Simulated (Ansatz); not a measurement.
CaMg2Bi2: x(Be) = 0.75, 10 atoms, P3m1

Start from CaMg2Bi2 (space group P-3m1, No. 164; a = 4.735 Å, c = 7.598 Å).

The other end (x = 1) is CaBe2Bi2 (space group P-3m1, No. 164; a hypothetical phase, not in the database extracts checked): 23.18 Å³/atom, gap 0.09 eV; this end may not be an ambient phase.

The change: a fraction x = 0.75 of the Mg sites is given to Be, ordered in a cell of 10 atoms (starting symmetry P3m1) and fully relaxed.

All numbers come from PBEsol/PAW in Ansatz (a program for electronic structure), no spin-orbit coupling. k-mesh 12×12×4 (Γ-centred); smearing 0.05 eV (Fermi–Dirac), for the changed cell.

The volume per atom falls by 4.69 Å³, from 29.50 Å³ to 24.81 Å³ and the density increases by 0.77 g/cm³ to 6.47 g/cm³. The band gap decreases by 0.35 eV (0.52 eV → 0.17 eV) and the gap character (in this cell's own zone, which can be folded) changes from direct at Γ to indirect, Γ → L. The valence-band top at Γ (three highest levels, from the VBM) goes from 0.00, -0.12, -0.12 eV to 0.00, 0.00, -0.33 eV and the mixing energy comes out as +0.05 eV/atom (to 0.01 eV only: unlike meshes or grids) (against an end that may be hypothetical). The deviation of the volume from the linear (Vegard-type) interpolation is +0.2 % and the bowing parameter b of this ordering, from Eg = [1−x] Eg[0] + x Eg[1] − b x [1−x], amounts to 0.1 eV.

Final structure:

```xyz
10
Lattice="4.3856 0.0000 0.0000 -2.1928 3.7981 0.0000 0.0000 0.0000 14.8953" Properties=species:S:1:pos:R:3 pbc="T T T"
Ca     0.0000     0.0000    14.7898
Ca     0.0000     0.0000     7.5674
Be     0.0000     2.5320    12.1483
Be     0.0000     2.5320     4.6414
Be     2.1928     1.2660    10.2026
Mg     2.1928     1.2660     2.8411
Bi     2.1928     1.2660    12.8034
Bi     2.1928     1.2660     5.6045
Bi     0.0000     2.5320     9.5334
Bi     0.0000     2.5320     1.7919
```

These are small ordered cells, not random alloys; other orderings at the same x differ. Spin-orbit coupling, missing from the scalar runs, can matter with Bi. Whether these cells are dynamically stable was not tested. Labels are those of the standard path for the cell's own space group.
